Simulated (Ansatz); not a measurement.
GePt (model structure, started from the CoSn type, P6/mmm, No. 191, 6 atoms in the cell)

All values below come from r²SCAN+rVV10 (Ansatz, an electronic-structure program, plane waves, PAW).

Settings: plane-wave cutoff 560 eV, 12×12×14 k mesh (along the axes of the cell as run), Fermi–Dirac smearing 0.05 eV, scalar-relativistic PAW data made under PBE.

Cell (relaxed at this level):

```xyz
6
Lattice="5.6747 0.0000 0.0000 -2.8374 4.9144 0.0000 0.0000 0.0000 3.8790" Properties=species:S:1:pos:R:3 pbc="T T T"
Pt     2.8374     0.0000     0.0000
Pt     1.4187     2.4572     0.0000
Pt    -1.4187     2.4572     0.0000
Ge     0.0000     0.0000     0.0000
Ge     0.0000     3.2763     1.9395
Ge     2.8374     1.6381     1.9395
```

```json
{
  "band_gap": "none"
}
```

Note: the relaxation could raise the start's symmetry but not lower it, so the cell can be a saddle point.

Spin–orbit coupling is not included; it can open a gap where bands touch, and shift volumes and moduli.

The computed numbers hold no vibrational or temperature effects.

Computing time: about 7 core-minutes (a rough figure).

A model structure was made by putting elements into a prototype or built by hand; it is no filed structure, need not be a known phase, and can be a saddle point held by its symmetry.
